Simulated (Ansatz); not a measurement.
**Effect of uniaxial strain ε_zz = −1.50 % on Si**

Base system: Si in the diamond structure (space group Fd-3m, No. 227; a = 5.444 Å). Axes: x, y, z lie along the cube axes.

Now apply this change: uniaxial strain ε_zz = −1.50 %, all other strain components held at zero, atoms relaxed at fixed cell.

Calculations: Ansatz (an electronic-structure program) r2SCAN, scalar-relativistic without spin-orbit coupling. Settings: 10×10×10 k-points, 0.05 eV Fermi–Dirac smearing.

| quantity | base | changed | shift |
|---|---|---|---|
| volume per atom | 20.17 Å³ | 19.87 Å³ | -0.30 Å³ |
| space group | Fd-3m (No. 227) | I4_1/amd (No. 141) | – |
| shortest interatomic distance | 2.357 Å | 2.346 Å | -0.0117 Å |
| energy relative to the base (free energy F) | 0 meV/atom | +2.4 meV/atom | +2.4 meV/atom |
| pressure (mean of the normal stresses, compression positive) | 0.00 GPa | 1.50 GPa | +1.505 GPa |
| band gap | 0.78 eV | 0.58 eV | -0.20 eV |
| gap character | – | indirect, Γ → Γ–M (87 % along) | – |
| smallest direct gap | 2.74 eV | 2.63 eV | -0.11 eV |
| electron mass | 0.91 mₑ along k, 0.19 mₑ across (off the special points) | 0.90 mₑ along k, 0.19 mₑ across (off the special points) | – |
| hole mass | – | 0.18 mₑ along z, 0.24 mₑ across (at Γ) | – |
| valence-band top at Γ (three highest levels, from the VBM) | 0.00, 0.00, 0.00 eV | 0.00, -0.11, -0.11 eV | – |
| stress (xx, yy, zz, yz, xz, xy; compression positive) | – | (0.98, 0.98, 2.55, 0.00, 0.00, 0.00) GPa | – |

Final structure:

```yaml
crystal:
  lattice:
    - [0.00000, 2.72216, 2.68132]
    - [2.72216, 0.00000, 2.68132]
    - [2.72216, 2.72216, 0.00000]
  atoms:
    - { symbol: Si, position: [0.00000, 0.00000, 0.00000] }
    - { symbol: Si, position: [0.25000, 0.25000, 0.25000] }
```

Cost of the whole job for the changed cell (relaxation, final SCF and bands): very roughly 20 core-seconds.

Masses are band curvatures over ±0.01 Å⁻¹ around the edge. Along k means along the line from Γ to the band edge. Whether these cells are dynamically stable was not tested. k-point labels follow each cell's own Brillouin zone.
